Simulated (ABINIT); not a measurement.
# Equation of state of zinc-blende GaN (space group 216): energy against volume (ABINIT, LDA)

```
GaN
1.0
    0.00000     2.17210     2.17210
    2.17210     0.00000     2.17210
    2.17210     2.17210     0.00000
Ga N
1 1
Cartesian
  0.00000   0.00000   0.00000
  3.25815   3.25815   3.25815
```

Computed with LDA (PW92), norm-conserving pseudopotentials (PseudoDojo nc-sr-04 LDA standard) (plane waves; ABINIT). Settings: pseudos = [Ga.upf, N.upf]; ecut = 55 Ha; occopt = 3; tsmear = 0.00036749 Ha; ngkpt = 13 13 13; nshiftk = 1; shiftk = 0 0 0; potentials = PseudoDojo nc-sr-04 LDA standard; nband = 14; kptopt = 1; nstep = 100; tolvrs = 1e-12. The cell above is the first row's. The rows scale it uniformly. In all rows fractional positions and the k mesh are held. E is the free energy at the stated smearing, counted from the lowest row.

```
V (Å^3/atom)  E (meV/atom)
------------  ------------
10.248               40.34
10.471               19.75
10.694                6.66
10.916                0.31
11.139                0.00
11.362                5.11
11.585               15.09
11.808               29.42
12.030                   ?
```

Taking the third-order Birch-Murnaghan form, a cubic in V^(-2/3) for E over the 8 complete rows: With u = V^(-2/3) - 0.202, the rows have u = 0.009953, 0.006933, 0.004019, 0.001216, -0.001505, -0.004138, -0.006685, -0.009152. Least squares gives E = -0.525 + 229.95·u + 385957·u² + 353771·u³. Residuals (row less fit): -0.006, 0.011, 0.004, -0.016, -0.002, 0.003, 0.010, -0.007; standard error 0.012 (degrees of freedom: 4). Its minimum lies at u = -0.000298, so V0 = (0.201702)^(-3/2) = 11.04. There d²E/du² = 771300 and d³E/du³ = 2123000, so B0 = (4/9) × 11.04^(-7/3) × 771300 × 0.160218 = 202 GPa (the last factor turns the table's units into GPa), and B0' = 4 + (2/3) × 0.201702 × (2123000)/771300 = 4.4. The program's pressures in the fitted runs (not shown) pass through zero at V = 11.04, 0.02 % from this V0.

Task: Estimate the missing E (V = 12.030); what did the run itself give?

Result: u = -0.011532, so E = -0.525 + 229.95 × (-0.011532) + 385957 × (-0.011532)² + 353771 × (-0.011532)³ = 47.608 meV/atom. The calculation gives 47.66 meV/atom, 0.052 meV/atom above the prediction (0.1 % of the range of E in the table). The row lies outside the fitted rows, so this is an extrapolation. From the scatter of the fitted rows alone, a prediction at this place has a standard error of 0.029 meV/atom, so the miss is 1.8 times that.

Carrying the step between the two nearest rows on in a straight line would have given 43.69, off by 3.97; series whose last step already gives the withheld value aren't shown. The scan was laid around a cell of about the measured size, scaled by a guess for this functional. This is a metastable polymorph. The runs keep the symmetry of the cell, so they don't test it for distortions. Cutoffs and mesh are single choices, not tested for convergence of this quantity. Series with a scatter that would blur these digits, or in which a gap closes, are not shown. Nor are scans whose minimum lies at an end fitted in this form.
